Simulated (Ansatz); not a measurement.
The starting structures come from a database of crystals and need not be the phases stable at ambient conditions.

 Where the default PAW files enter, the runs use the earlier of Ansatz's two default sets.

Tunnelling through a barrier is set by its complex band structure: the current falls as exp(−2κd) with the smallest κ.

Data:

```
BiCs2TlF6
1.0
    6.90881     0.00000     0.00000
    0.00000     6.90881     0.00000
    3.45440    -3.45440     4.88527
Cs Tl Bi F
2 1 1 6
Direct
  0.25000   0.25000   0.50000
  0.75000   0.75000   0.50000
  0.50000   0.50000   0.00000
  0.00000   0.00000   0.00000
  0.23051   0.23051   0.00000
  0.76949   0.76949   0.00000
  0.76949   0.23051   0.00000
  0.23051   0.76949   0.00000
  0.76949   0.23051   0.46102
  0.23051   0.76949   0.53898
```

Space group of this cell: Fm-3m. The cell is taken as given.

Transport runs along the normal of the first two printed cell vectors, the (001) plane of the conventional cell.

The gap is the functional's own, uncorrected, and κ follows it; spin-orbit coupling is left out. Mid-gap values are interpolated between the computed energies.

### Question
Estimate the band gap and the smallest decay constant κ at mid-gap that r2SCAN (Ansatz, a program for electronic structure) returns for this system.

### Answer
Gap 3.29 eV on a 6×6×6 mesh; κ = 0.243 1/Å, at the zone centre.
